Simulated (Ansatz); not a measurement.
Seebeck coefficient (μV/K, mean over directions) of n-type AlP (F-43m) against carrier density, HSE06, rigid bands (Ansatz, a program for electronic structure). Computed gap 2.28 eV; densities at which minority carriers matter at this gap, or further valleys turn the trend, are left out. Conductivity mass 0.33 mₑ (harmonic mean over directions), N_c = 1.6e19 cm⁻³ at 300 K.

```json
[
 {"electron density": "1e16 cm⁻³", "300 K": "-850", "500 K": "-918"},
 {"electron density": "1e17 cm⁻³", "300 K": "___", "500 K": "-719"},
 {"electron density": "1e18 cm⁻³", "300 K": "-454", "500 K": "-521"},
 {"electron density": "3e18 cm⁻³", "300 K": "___", "500 K": "-427"},
 {"electron density": "1e19 cm⁻³", "300 K": "-260", "500 K": "-325"},
 {"electron density": "3e19 cm⁻³", "300 K": "-174", "500 K": "___"},
 {"electron density": "1e20 cm⁻³", "300 K": "-97", "500 K": "-146"},
 {"electron density": "3e20 cm⁻³", "300 K": "-51", "500 K": "-83"},
 {"electron density": "1e21 cm⁻³", "300 K": "-27", "500 K": "-45"}
]
```

Complete the blanks.


- 1e17 cm⁻³, 300 K: -652
- 3e18 cm⁻³, 300 K: -360
- 3e19 cm⁻³, 500 K: -235

Rigid bands with a gap fixed in temperature, one relaxation time for all states, no polarons or phonon drag, and whether or not such doping can be reached. Spin-orbit coupling is left out. Geometry: cell and atoms relaxed with PBEsol.
